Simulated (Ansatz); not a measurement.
Base system: AlRu in the CsCl type structure (space group Pm-3m, No. 221; a = 2.9832 Å; relaxed with 0.1 eV smearing). Axes: x, y, z lie along the cube axes.

The values are results of r2SCAN, PAW, 500 eV (Ansatz, a quantum-chemistry and plane-wave program; without spin-orbit coupling), not measurements.

For the base:

| Item | Result |
|---|---|
| Pressure | 0.0 GPa |

One thing is altered: biaxial strain −1.50 %, plane normal [001], relaxed out of plane (Cartesian); in-plane vectors clamped, the third vector and the atoms free.

**Question.** What does the calculation give for the pressure after the change?

**Answer.** The pressure (mean of the normal stresses, compression positive) goes from zero to 3.8 GPa.

**Question.** What does the calculation give for the ratio −ε⊥/ε∥ after the change?

**Answer.** The ratio −ε⊥/ε∥ amounts to 0.95.

No phonon test of stability was made. All final runs are without spin polarisation.
